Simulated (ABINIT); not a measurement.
Input and output of a band-structure calculation for Mg (P6_3/mmc, 4 atoms in the cell) (ABINIT).

Method: PBE, PAW (JTH v2.0 PBE PAW) (plane waves; ABINIT).

Input:

```
# Mg, JTH v2.0 PBE PAW
pp_dirpath "./"
pseudos "Mg.GGA_PBE-JTH.xml"
acell 3.2235289978 3.2235289978 10.4705470000 Angstrom
rprim
         1.0000000000    0.0000000777    0.0000000000
        -0.5000000673    0.8660253649    0.0000000000
         0.0000000000    0.0000000000    1.0000000000
natom 4
ntypat 1
znucl 12
typat 1 1 1 1
xred
         0.0000000000    0.0000000000    0.0000000000
         0.0000000000    0.0000000000    0.5000000000
         0.3333333333    0.6666666667    0.2500000000
         0.6666666667    0.3333333333    0.7500000000
ecut 20
pawecutdg 40
pawxcdev 0
occopt 7
tsmear 0.1 eV
nband 27
kptopt 1
ngkpt 8 8 3
nshiftk 1
shiftk 0 0 0
nstep 60
tolvrs1 1.0e-10
ndtset 2
prtden1 1
getden2 1
iscf2 -2
kptopt2 -7
ndivsm2 4
kptbounds2
       0.00000000  0.00000000  0.00000000  # G
       0.50000000  0.00000000  0.00000000  # M
       0.33333333  0.33333333  0.00000000  # K
       0.00000000  0.00000000  0.00000000  # G
       0.00000000  0.00000000  0.50000000  # A
       0.50000000  0.00000000  0.50000000  # L
       0.33333333  0.33333333  0.50000000  # H
       0.00000000  0.00000000  0.50000000  # A
nband2 31
nbdbuf2 2
tolwfr2 1.0e-12
prtwf 0
enunit 2
```

The program printed (abridged):

```
--- !BeginCycle
solver: {iscf: 17, nstep: 60, nline: 4, wfoptalg: 10, }
tolerances: {tolvrs: 1.00E-10, }
...

     iter   Etot(hartree)      deltaE(h)  residm     nres2
 ETOT  1  -250.38040554066    -2.504E+02 1.341E+01 3.297E+00
 ETOT  2  -254.31263851464    -3.932E+00 1.435E-02 1.283E+00
 ETOT  3  -254.30187391757     1.076E-02 9.804E-03 2.516E-01
 ETOT  4  -254.30105949604     8.144E-04 1.847E-03 4.046E-02
 ETOT  5  -254.30110804912    -4.855E-05 6.571E-04 1.344E-03
   [... 3 lines left out ...]
 ETOT  9  -254.30110482962     4.685E-08 1.588E-05 9.364E-09
 ETOT 10  -254.30110483011    -4.925E-10 9.350E-06 1.820E-09
 ETOT 11  -254.30110483013    -1.953E-11 6.984E-06 8.033E-10
 ETOT 12  -254.30110483013    -6.253E-13 4.071E-06 9.435E-11
 At SCF step   12       nres2   =  9.43E-11 < tolvrs=  1.00E-10 =>converged.

 Cartesian components of stress tensor (hartree/bohr^3)
  sigma(1 1)=  2.95069480E-05  sigma(3 2)=  0.00000000E+00
  sigma(2 2)=  2.95069484E-05  sigma(3 1)=  0.00000000E+00
  sigma(3 3)=  4.06596354E-05  sigma(2 1)=  5.24202658E-14

 ----iterations are completed or convergence reached----

   [... lines left out ...]
 Fermi (or HOMO) energy (hartree) =   0.15366   Average Vxc (hartree)=  -0.30217
 Fermi (or HOMO) energy (eV) =   4.18122   Average Vxc (eV)=  -8.22235
total_energy        : -2.54301099381522E+02
-Cartesian components of stress tensor (GPa)         [Pressure= -9.7750E-01 GPa]
 Unit cell volume ucvol=  6.3585746E+02 bohr^3
   [... lines left out ...]
   [... 7 lines left out ...]
 Non-SCF case, kpt   87 (  0.00000  0.00000  0.50000), residuals and eigenvalues=
  4.58E-13  4.96E-13  3.30E-13  7.31E-13  2.38E-13  3.24E-13  2.21E-13  9.04E-13
  2.75E-13  7.44E-13  3.06E-13  5.76E-13  4.49E-13  7.05E-13  2.57E-13  4.75E-13
  2.85E-13  4.23E-13  3.14E-13  3.39E-13  1.74E-13  3.39E-13  4.00E-13  8.80E-13
   [... 7 lines left out ...]

 scprqt:  WARNING -
  nstep=   60 was not enough non-SCF iterations to converge;
  maximum residual=  4.827E-11 exceeds tolwfr=  1.000E-12

 ----iterations are completed or convergence reached----

 reduced coordinates (array xred) for    4 atoms
       0.000000000000      0.000000000000     -0.000000000000
       0.000000000000      0.000000000000      0.500000000000
       0.333333333333      0.666666666667      0.250000000000
       0.666666666667      0.333333333333      0.750000000000

 Calculation completed.
```

The run ended unconverged in one of its stages. 

The starting cell comes from a database of computed structures (which also holds hypothetical and non-ambient phases and stackings), without a prior relaxation at this level. Its lattice was rescaled by a random factor within 2.5 % of one.
